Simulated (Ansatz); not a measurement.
Cubic perovskite RbMnF₃ was calculated with PBE0 (plane waves, PAW; Ansatz, a first-principles code).

Settings: plane-wave cutoff 460 eV, 6×6×6 k mesh, Fermi–Dirac smearing 0.01 eV, spin-polarised start, scalar-relativistic PAW data made under PBE.

Results at a series of volumes:

```csv
V (Å³/atom),E − E_lowest (meV/atom),P (GPa)
14.700,8.82,3.85
15.087,2.03,1.81
15.601,0.00,-0.49
15.861,1.62,-1.49
16.248,6.86,-2.83
```

Estimate the bulk modulus and its pressure derivative from these points.

V0 = 15.485 Å³/atom, B0 = 65.7 GPa, B′ = 4.7 (fit to the energies at full precision).

Measured, for comparison: equilibrium volume per atom 15.24 Å³/atom (room temperature, not corrected to a static lattice; as tabulated in Dubrovin et al. (2021), arXiv:2110.13026). Computed (rounded) less measured: equilibrium volume per atom +1.6 %.

Note: the magnetic order was assumed, not searched for or taken from measurement; the relaxation could not lower the start's symmetry, so the cell can be a saddle point above a distorted one.

The computed numbers hold no vibrational or temperature effects.
